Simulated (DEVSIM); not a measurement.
Structure: Si p-i-n diode, at 300 K.

```csv
layer (left to right),material,thickness (μm),Nd (cm⁻³),Na (cm⁻³),τn (s),τp (s)
1,Si,0.980,-,2.2e18,0.00024,0.00024
2,Si,0.190,1.8e12,-,0.00024,0.00024
3,Si,0.230,8.7e18,-,0.00024,0.00024
```

Left contact: ohmic. Right contact: ohmic. Voltage is applied to the left contact. Recombination: SRH at mid-gap, radiative, Auger. Mobility is μmin + (μ − μmin)/(1 + (N/Nref)^α).

Constants are typed, rounded textbook-type inputs, not results; the design itself was drawn at random and stands for no fabricated device. Values at 300 K.

```
parameter           Si
-------------  -------
gap (eV)         1.124
affinity (eV)     4.05
permittivity      11.7
Nc (cm⁻³)      2.86e19
Nv (cm⁻³)       3.1e19
μn (cm²/Vs)       1417
μp (cm²/Vs)        470
μn,min              52
μp,min              45
Nref,n          9.7e16
Nref,p          2.2e17
αn                0.68
αp                0.72
B (cm³/s)      4.7e-15
Cn (cm⁶/s)     2.8e-31
Cp (cm⁶/s)     9.9e-32
```

Model (solved in DEVSIM): 1D drift-diffusion, Boltzmann statistics, complete ionisation; no tunnelling, impact ionisation, image-force lowering or self-heating.

Question: Tabulate band edges, carrier densities and field at zero bias.

Answer: Energies count from the Fermi level of the right contact; mesh points crowd at the junctions.

| x (μm) | Ec (eV) | Ev (eV) | n (cm⁻³) | p (cm⁻³) | field (V/cm) |
|---|---|---|---|---|---|
| 0.000 | 1.056 | -0.068 | < 1e2 | 2.2e18 | ≈ 0 |
| 0.01996 | 1.056 | -0.068 | < 1e2 | 2.2e18 | ≈ 0 |
| 0.05566 | 1.056 | -0.068 | < 1e2 | 2.2e18 | ≈ 0 |
| 0.1195 | 1.056 | -0.068 | < 1e2 | 2.2e18 | ≈ 0 |
| 0.2892 | 1.056 | -0.068 | < 1e2 | 2.2e18 | ≈ 0 |
| 0.5284 | 1.056 | -0.068 | < 1e2 | 2.2e18 | ≈ 0 |
| 0.7388 | 1.056 | -0.068 | < 1e2 | 2.2e18 | ≈ 0 |
| 0.8826 | 1.056 | -0.068 | < 1e2 | 2.2e18 | ≈ 0 |
| 0.9367 | 1.056 | -0.068 | < 1e2 | 2.2e18 | ≈ 0 |
| 0.9669 | 1.055 | -0.069 | < 1e2 | 2.2e18 | -1300 |
| 0.9842 | 0.993 | -0.131 | 590 | 2.0e17 | -62000 |
| 1.017 | 0.830 | -0.294 | 320000 | 3.6e14 | -48000 |
| 1.057 | 0.640 | -0.484 | 5.1e8 | 2.3e11 | -48000 |
| 1.105 | 0.407 | -0.717 | 4.2e12 | 2.8e7 | -48000 |
| 1.149 | 0.196 | -0.928 | 1.5e16 | 7800 | -49000 |
| 1.169 | 0.073 | -1.051 | 1.7e18 | < 1e2 | -130000 |
| 1.186 | 0.031 | -1.093 | 8.7e18 | < 1e2 | ≈ 0 |
| 1.215 | 0.031 | -1.093 | 8.7e18 | < 1e2 | ≈ 0 |
| 1.282 | 0.031 | -1.093 | 8.7e18 | < 1e2 | ≈ 0 |
| 1.338 | 0.031 | -1.093 | 8.7e18 | < 1e2 | ≈ 0 |
| 1.373 | 0.031 | -1.093 | 8.7e18 | < 1e2 | ≈ 0 |
| 1.400 | 0.031 | -1.093 | 8.7e18 | < 1e2 | ≈ 0 |
